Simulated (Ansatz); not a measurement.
## PtSe2 (model structure, started from the fluorite type, Fm-3m, No. 225, 3 atoms in the cell): lattice parameter a by level of theory

No measured value is used here.

```tsv
level (code)	value (Å)
PBE (Ansatz)	[?]
PBEsol (Ansatz)	6.199
PBE-D3(BJ) (Ansatz)	6.218
```

### Question
Fill in the missing entries.

### Answer

- PBE (Ansatz, a quantum-chemistry and plane-wave program), value (Å): 6.291

Density-functional levels without +SOC have no spin–orbit coupling. Ansatz's density-functional and Hartree–Fock values are scalar-relativistic unless marked +SOC, with PAW data made under PBE.

A model structure was made by putting elements into a prototype or built by hand; it is no filed structure, need not be a known phase, and can be a saddle point held by its symmetry.
